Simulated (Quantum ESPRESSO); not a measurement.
## Short convergence ladders for LaBPd₃ (P4mm, 5 atoms in the cell)

```yaml
crystal:
  lattice:
    - [4.39533, 0.00000, 0.00000]
    - [0.00000, 4.39533, 0.00000]
    - [0.00000, 0.00000, 4.39533]
  atoms:
    - { symbol: La, position: [0.00000, 0.00000, 0.01138] }
    - { symbol: B, position: [0.50000, 0.50000, 0.50000] }
    - { symbol: Pd, position: [0.00000, 0.50000, 0.50000] }
    - { symbol: Pd, position: [0.50000, 0.00000, 0.50000] }
    - { symbol: Pd, position: [0.50000, 0.50000, 0.00000] }
```

Base method: PBEsol, GBRV 1.5 ultrasoft (PBESOL) pseudopotentials (plane waves; Quantum ESPRESSO 7.5).

Base settings: ecutwfc = 40 Ry; ecutrho = 320 Ry; occupations = smearing; smearing = fd; degauss = 0.0073499 Ry; potentials = {La: la_pbesol_v1.uspp.F.UPF, B: b_pbesol_v1.4.uspp.F.UPF, Pd: pd_pbesol_v1.4.uspp.F.UPF}; K_POINTS = automatic 3 3 3 0 0 0; conv_thr = 1e-10 Ry; mixing_beta = 0.5.

The count of work is k-points × plane waves × bands × iterations; it is no time. 

**The plane-wave cutoff**

Moved along: ecutrho.

The mesh stays at the base's, so the ladder's end is converged at best in this setting alone.

Only quantities that move along the ladder and can be compared are tabulated.

```csv
ecutwfc,free energy less the last step's (meV/atom),pressure (GPa),largest difference of a force vector from the last step's (eV/Å),count of work / last
14 Ry,52817.76,-1241.38,0.393,0.035
18 Ry,16736.27,-567.61,0.101,0.055
22 Ry,4813.80,-224.25,0.009,0.090
28 Ry,532.59,-42.76,0.001,0.14
36 Ry,15.91,-4.45,0.000,0.19
40 Ry,11.92,-3.59,0.000,0.19
96 Ry,0.00,-3.67,0.000,1.0
```

Coarsest ecutwfc that holds the forces within 0.005 eV/Å of the last step, with all finer ones: 28 Ry, at 0.14 of the last step's count of work; the step before is off by 0.009 eV/Å.

Coarsest ecutwfc that holds the free energy within 5 meV/atom: not settled: the last two steps still differ by 12 meV/atom, over half the tolerance, so the ladder does not show it.

Coarsest ecutwfc that holds the pressure within 0.2 GPa of the last step, with all finer ones: 40 Ry, at 0.19 of the last step's count of work; the step before is off by 0.78 GPa.

At the lowest cutoff the pressure lies 1240 GPa under the last step's, the usual sign of Pulay stress in an incomplete plane-wave basis.

**The cutoff for other potential files**

Level: DFT, PBEsol, plane waves, PSlibrary ultrasoft (PBE) pseudopotentials.

In this ladder: pseudopotentials = {La: La.pbe-spfn-rrkjus_psl.1.0.0.UPF, B: B.pbe-n-rrkjus_psl.1.0.0.UPF, Pd: Pd.pbe-n-rrkjus_psl.1.0.0.UPF}; input_dft = pbesol. Moved along: ecutrho.

The second cell is the first with its lattice scaled by 0.98.

The mesh stays at the base's, so the ladder's end is converged at best in this setting alone.

Only quantities that move along the ladder and can be compared are tabulated.

```csv
ecutwfc,free energy less the last step's (meV/atom),energy of the compressed cell less the first (meV/atom),pressure (GPa),count of work / last
38 Ry,61.70,8.54,-4.62,0.22
59 Ry,5.20,6.18,-3.34,0.44
85 Ry,0.68,6.20,-3.28,0.76
102 Ry,0.00,6.19,-3.30,1.0
```

Coarsest ecutwfc that holds the pressure within 1 GPa of the last step, with all finer ones: 59 Ry, at 0.44 of the last step's count of work; the step before is off by 1.3 GPa.

Coarsest ecutwfc that holds the energy of the compressed cell less the first within 0.5 meV/atom of the last step, with all finer ones: 59 Ry, at 0.44 of the last step's count of work; the step before is off by 2.4 meV/atom.

Coarsest ecutwfc that holds the free energy within 2 meV/atom of the last step, with all finer ones: 85 Ry; the step before is off by 5.2 meV/atom.

The energy difference between the two cells stays within 1 meV/atom of the last step's from 59 Ry on, the total only from 85 Ry on: much of the error is common to both cells and cancels.

At the lowest cutoff the pressure lies 1.3 GPa under the last step's, the usual sign of Pulay stress in an incomplete plane-wave basis.

On the base run: the starting cell comes from a database of computed structures (which also holds hypothetical and non-ambient phases and stackings), without a prior relaxation at this level. Its lattice was rescaled by up to half a per cent. One atom was moved a little off its site on purpose. Spin polarisation is off. In the base run, with a pressure of about -4 GPa the cell is away from its equilibrium volume at this level. Without a gap this mesh is coarse (it stands for a supercell whose shortest vector is 13 Å).
